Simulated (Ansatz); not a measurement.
The slab is Si(111) 1x1 surface, 6 top atoms, 3 bilayers, bottom bilayer H-capped and fixed, every top atom capped by Br; cell 11.5 x 6.6 Å; about 7 Å thick over the host's atoms, 18 atoms held. Computed with PBE-D3(BJ) (plane waves to 420 eV, PAW; Ansatz, an electronic-structure program). k mesh 1 x 2 x 1. The slab states were run without spin polarisation. No spin-orbit coupling. Results hold for this slab, coverage and mesh. All energies are electronic energies at 0 K, without vibrations. Each state was relaxed from one prepared geometry.

One TMG a cell is brought to Si(111):Br. Relaxed result near the molecule:

```
atom    x (Å)   y (Å)   z (Å)
------  -----  ------  ------
Br(30)  3.819   0.051  11.744
Br(31)  5.741   3.387  11.739
Ga(a0)  5.965   1.625  14.887
C(a1)   7.646   2.669  14.908
H(a2)   8.492   2.079  14.536
H(a3)   7.560   3.593  14.324
H(a4)   7.867   2.959  15.947
C(a5)   4.199   2.519  14.905
H(a6)   4.265   3.587  14.667
H(a7)   3.510   2.039  14.199
H(a8)   3.759   2.419  15.909
C(a9)   6.027  -0.350  15.016
H(a10)  5.566  -0.807  14.130
H(a11)  7.052  -0.732  15.105
H(a12)  5.452  -0.690  15.889
```

### Question
What is the adsorption energy against the free TMG and the slab before, and how much of it is dispersion?

### Answer
-0.47 eV (negative: bound); the D3 term gives -0.47 eV of it. Its closest contacts to the rest of the cell: H(a10)...Br(30) 3.08 Å, H(a3)...Br(31) 3.17 Å, H(a7)...Br(30) 3.17 Å.

Here TMG is trimethylgallium.
